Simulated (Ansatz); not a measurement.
The parent structure is ZrO2 (space group P4_2/nmc, No. 137; a = 3.5844 Å, c = 5.1771 Å).

Calculations: plane-wave PAW DFT at the PBEsol level (Ansatz, a quantum-chemistry and plane-wave program, 420 eV), scalar-relativistic without spin-orbit coupling.

One change was made to it. Results:

```
quantity                base    after
-------------------  -------  -------
lattice parameter a  3.584 Å  3.574 Å
c/a ratio              1.444    1.441
```

Task: What was done to the base?
A) pressure 2.1 GPa
B) pressure 9 GPa
C) pressure −1 GPa
D) pressure 22.5 GPa

Result: A, pressure 2.1 GPa. For comparison, the lattice parameter a in the other runs: pressure 9 GPa gives 3.544 Å; pressure −1 GPa gives 3.589 Å; pressure 22.5 GPa gives 3.493 Å.

Load acts through the strain it causes; cell and atoms are relaxed under it. Whether these cells are dynamically stable was not tested. No other phases were tried under pressure. This is not the structure that ZrO2 has at room temperature and ambient pressure.
